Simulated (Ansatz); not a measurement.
CaTiO3 (Pm-3m), PBEsol, rigid bands run with Ansatz (a first-principles code): N_v = 2.69e20 cm⁻³ at 300 K and a hole conductivity mass of 1.82 mₑ.

Q: For 1e17 holes per cm³ at 300 K, place the Fermi level, estimate the Seebeck coefficient of a parabolic band with constant τ, and give mobility and conductivity for τ = 10 fs.

A: The level lies k_BT ln(N_v/p) = 0.204 eV above the valence-band maximum. S ≈ +(k_B/e)[ln(N_v/p) + 5/2] = 896 μV/K, against 906 μV/K from the full bands (mean over directions). μ = eτ/m = 9.66 cm²/(V·s) and σ = peμ = 0.155 S/cm. τ is assumed, not computed.

Band transport and this doping are assumed; polarons and phonon drag are left out. Spin-orbit coupling is left out; where it splits the top of the valence band, N_v and the p-type Seebeck coefficient come out somewhat high without it.

CaTiO3 (Pm-3m): a high-temperature phase held by its symmetry.
